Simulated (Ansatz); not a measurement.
The parent structure is Na$_{2}$Te in the anti-fluorite structure (space group Fm-3m, No. 225; a = 7.246 Å). Axes: x, y, z lie along the cube axes.

It is then changed as follows: biaxial strain −3.00 %, plane normal [001], relaxed out of plane (Cartesian); in-plane vectors clamped, the third vector and the atoms free.

Level of theory: Ansatz (a first-principles code) PBEsol, no SOC.

### Question
Give the band edges at the high-symmetry points of the new zone, measured from its valence-band maximum.

### Answer
| point | valence edge (eV) | conduction edge (eV) |
|---|---|---|
| Γ | 0.00 | 2.06 |
| X | -0.74 | 2.86 |
| P | -0.85 | 3.88 |
| N | -0.15 | 3.50 |
| M | -0.57 | 2.93 |
| S | -0.40 | 3.72 |
| S₀ | -0.40 | 3.72 |
| R | -0.83 | 4.01 |
| G | -0.83 | 4.01 |

The gap is 2.06 eV, direct at Γ.

Spin-orbit coupling, missing from the scalar runs, can matter with Te. No phonon test of stability was made. k-point labels follow each cell's own Brillouin zone.
